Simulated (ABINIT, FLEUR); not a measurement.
A FLEUR input for a self-consistent single point of WC (P-6m2, 2 atoms in the cell) (DFT, PBE, all-electron FLAPW (FLEUR), scalar-relativistic valence):

Input of the input generator:

```
scf WC
&input film=f /
5.2673727099 -0.0000007692 0.0000000000
-2.6336856888 4.5616789626 0.0000000000
0.0000000000 0.0000000000 5.1280401803
1.0
1.0 1.0 1.0

2
74 0.0000001667 -0.0000001667 0.0000000000
6 0.6666668333 0.3333331667 0.5000000000

&comp jspins=1 /
&kpt div1=9 div2=9 div3=8 gamma=t /
&end /
```

```xml
<?xml version="1.0" encoding="UTF-8" standalone="no"?>
<fleurInput fleurInputVersion="0.39">
   <comment>
      scf WC                                                                                              
   </comment>
   <calculationSetup>
      <cutoffs Kmax="4.4" Gmax="17.6" GmaxXC="17.6" numbands="0"/>
      <scfLoop itmax="80" minDistance="0.00001" maxIterBroyd="25" imix="Anderson" alpha="0.05" precondParam="0.0" spinf="2.0"/>
      <coreElectrons ctail="T" frcor="F" kcrel="0" coretail_lmax="0"/>
      <xcFunctional name="pbe" relativisticCorrections="F"/>
      <magnetism jspins="1"/>
      <soc l_soc="F" theta="0.0" phi="0.0" spav="F"/>
      <expertModes spex="0" secvar="F"/>
      <geometryOptimization l_f="T" forcealpha="1.0" forcemix="BFGS" epsdisp="0.00001" epsforce="0.00001"/>
      <ldaU l_linMix="F" mixParam="0.05" spinf="1.0"/>
   </calculationSetup>
   <cell>
      <bzIntegration valenceElectrons="18.0" mode="hist" fermiSmearingEnergy="0.00367493">
         <kPointListSelection listName="default-1"/>
         <!-- k-points included here -->
         <xi:include xmlns:xi="http://www.w3.org/2001/XInclude" href="kpts.xml"> </xi:include>
      </bzIntegration>
      <!-- symmetry operations included here -->
      <xi:include xmlns:xi="http://www.w3.org/2001/XInclude" href="sym.xml"> </xi:include>
      <bulkLattice scale="1.0">
         <bravaisMatrix>
            <row-1>    5.2673727099000001    -0.0000007692000000     0.0000000000000000</row-1>
            <row-2>   -2.6336856888000000     4.5616789626000003     0.0000000000000000</row-2>
            <row-3>    0.0000000000000000     0.0000000000000000     5.1280401803000002</row-3>
         </bravaisMatrix>
      </bulkLattice>
   </cell>
   <atomSpecies>
      <species name="Tungsten (W)" element="W" atomicNumber="74">
         <mtSphere radius="2.42" gridPoints="837" logIncrement="0.016"/>
         <atomicCutoffs lmax="10" lnonsphr="8"/>
         <electronConfig flipSpins="F">
            <coreConfig>(1s1/2) (2s1/2) (2p1/2) (2p3/2) (3s1/2) (3p1/2) (3p3/2) (4s1/2) (3d3/2) (3d5/2) (4p1/2) (4p3/2) (4d3/2) (4d5/2) (4f5/2) (4f7/2)</coreConfig>
            <valenceConfig>(5s1/2) (5p1/2) (5p3/2) (6s1/2) (5d3/2) (5d5/2)</valenceConfig>
            <stateOccupation state="(5d3/2)" spinUp="0.8" spinDown="0.8"/>
            <stateOccupation state="(5d5/2)" spinUp="1.2" spinDown="1.2"/>
         </electronConfig>
         <energyParameters s="6" p="6" d="5" f="5"/>
         <lo type="SCLO" l="0" n="5" eDeriv="0"/>
         <lo type="SCLO" l="1" n="5" eDeriv="0"/>
      </species>
      <species name="Carbon (C)" element="C" atomicNumber="6">
         <mtSphere radius="1.37" gridPoints="473" logIncrement="0.022"/>
         <atomicCutoffs lmax="6" lnonsphr="4"/>
         <electronConfig flipSpins="F">
            <coreConfig>(1s1/2)</coreConfig>
            <valenceConfig>(2s1/2) (2p1/2) (2p3/2)</valenceConfig>
            <stateOccupation state="(2p1/2)" spinUp="0.3333333333333" spinDown="0.3333333333333"/>
            <stateOccupation state="(2p3/2)" spinUp="0.6666666666667" spinDown="0.6666666666667"/>
         </electronConfig>
         <energyParameters s="2" p="2" d="3" f="4"/>
      </species>
   </atomSpecies>
   <atomGroups>
      <atomGroup species="Tungsten (W)">
         <relPos label="                   1">.0000000000 .0000000000 .0000000000</relPos>
         <force calculate="T" relaxXYZ="TTT"/>
      </atomGroup>
      <atomGroup species="Carbon (C)">
         <relPos label="                   2">-1.000/3.000 1.000/3.000 1.000/2.000</relPos>
         <force calculate="T" relaxXYZ="TTT"/>
      </atomGroup>
   </atomGroups>
   <output dos="F" band="F" slice="F">
      <checks vchk="F" cdinf="F"/>
      <bandDOS minEnergy="-.5*Htr" maxEnergy="0.5*Htr" sigma="0.015" storeEVData="T"/>
      <vacuumDOS vacdos="F" integ="F" star="F" nstars="0" locx1="0.0" locy1="0.0" locx2="0.0" locy2="0.0" nstm="0" tworkf="0.0"/>
      <unfoldingBand unfoldBand="F" supercellX="1" supercellY="1" supercellZ="1"/>
      <plotting iplot="0" polar="F">
         <plot TwoD="T" vec1="  1.0  0.0  0.0" vec2="  0.0  1.0  0.0" vec3="  0.0  0.0  1.0" zero="  0.0  0.0  0.0" file="plot"/>
      </plotting>
      <chargeDensitySlicing numkpt="0" minEigenval="0.0" maxEigenval="0.0" nnne="0" pallst="F"/>
      <specialOutput eonly="F"/>
      <magneticCircularDichroism mcd="F" energyLo="-10.0" energyUp="0.0"/>
   </output>
  <!-- We include the file relax.xml here to enable relaxations (see documentation) -->
  <xi:include xmlns:xi="http://www.w3.org/2001/XInclude" href="relax.xml"> <xi:fallback/> </xi:include>
</fleurInput>
```

Task: Write the same calculation as an input for ABINIT.

Result: One input that does it (others would too):

```
# WC, PseudoDojo nc-sr-05 PBE standard
pp_dirpath "./"
pseudos "W.upf, C.upf"
acell 2.7873735994 2.7873735994 2.7136420000 Angstrom
rprim
         1.0000000000   -0.0000001460    0.0000000000
        -0.4999998735    0.8660254768    0.0000000000
         0.0000000000    0.0000000000    1.0000000000
natom 2
ntypat 2
znucl 74 6
typat 1 2
xred
         0.0000000000    0.0000000000    0.0000000000
         0.6666666667    0.3333333333    0.5000000000
ecut 41 Ha
ixc 11
occopt 3
tsmear 0.00367493
nband 14
kptopt 1
ngkpt 9 9 8
nshiftk 1
shiftk 0 0 0
nstep 60
tolvrs 1.0e-10
prtwf 0
prtden 0
```

Basis, cutoffs, solver keys and any potentials are the target program's own. This input uses DFT, PBE, plane waves, norm-conserving pseudopotentials (PseudoDojo nc-sr-05 PBE standard).

The starting cell comes from a database of computed structures (which also holds hypothetical and non-ambient phases and stackings), without a prior relaxation at this level. Its lattice was rescaled by a random factor within 2.5 % of one. For this run, on top of that: lattice scaled by 0.98.
